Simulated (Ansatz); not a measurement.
The parent structure is GaN in the zinc blende structure (space group F-43m, No. 216; a = 4.498 Å).

The change: a hydrostatic pressure of 3 GPa.

Level of theory: r2SCAN (Ansatz, an electronic-structure program, PAW, spin-orbit coupling left out).

Base, band edges from the VBM (valence, conduction): X -2.80, 3.77; W -3.72, 6.74; L -1.00, 5.22; Γ 0.00, 2.17; K -2.25, 5.48; U -2.25, 5.48 eV.

Problem. Give the band edges at the high-symmetry points of the new zone, measured from its valence-band maximum.

Solution. 
| point | valence edge (eV) | conduction edge (eV) |
|---|---|---|
| Γ | 0.00 | 2.27 |
| X | -2.86 | 3.78 |
| U | -2.30 | 5.51 |
| K | -2.30 | 5.51 |
| L | -1.02 | 5.33 |
| W | -3.80 | 6.77 |

The gap is 2.27 eV, direct at Γ.

Load acts through the strain it causes; cell and atoms are relaxed under it. No phonon test of stability was made. Tetrahedral semiconductors of this kind turn to denser phases somewhere between about 1 and 50 GPa; those were not computed, so compressed cells here can lie past the real transition. This is not the structure that GaN has at room temperature and ambient pressure.
